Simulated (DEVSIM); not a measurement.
System: abrupt Si p-n junction, at 400 K.

```csv
layer (left to right),material,thickness (μm),Nd (cm⁻³),Na (cm⁻³),τn (s),τp (s)
1,Si,0.270,-,6.2e16,5.9e-6,5.9e-6
2,Si,3.80,8.1e17,-,5.9e-6,5.9e-6
```

Left contact: ohmic. Right contact: ohmic. Voltage is applied to the left contact. Recombination: SRH at mid-gap. Gap narrowing is on: ΔEg = 6.92 meV × (l + √(l² + 0.5)), l = ln(N/1.3e17 cm⁻³), shared equally by both band edges. Mobility is μmin + (μ − μmin)/(1 + (N/Nref)^α).

This is a model device: material constants are rounded textbook-type values typed into the input, and sizes, dopings and lifetimes were drawn at random. Values at 300 K; Nc and Nv go as T^1.5, mobilities as T to minus their exponent, the gap by Varshni's rule with the affinity fixed.

| parameter | Si |
|---|---|
| gap (eV) | 1.124 |
| affinity (eV) | 4.05 |
| permittivity | 11.7 |
| Nc (cm⁻³) | 2.86e19 |
| Nv (cm⁻³) | 3.1e19 |
| μn (cm²/Vs) | 1417 |
| μp (cm²/Vs) | 470 |
| μn,min | 52 |
| μp,min | 45 |
| Nref,n | 9.7e16 |
| Nref,p | 2.2e17 |
| αn | 0.68 |
| αp | 0.72 |
| T exponent of μn | 2.3 |
| T exponent of μp | 2.2 |
| Varshni α (eV/K) | 0.000473 |
| Varshni β (K) | 636 |

Simulated with DEVSIM: 1D drift-diffusion, Boltzmann statistics, complete ionisation; no tunnelling, impact ionisation, image-force lowering or self-heating.

**Question.** Give the small-signal capacitance in reverse bias (quasi-static).

**Answer.** 
```csv
V (V),C (nF/cm²)
-0.04,83.5
-0.1,80.0
-0.2,75.1
-0.3,71.0
-0.4,67.5
-0.6,61.9
-0.8,57.5
-1,53.9
-1.3,49.5
-1.6,46.1
-2,42.5
```
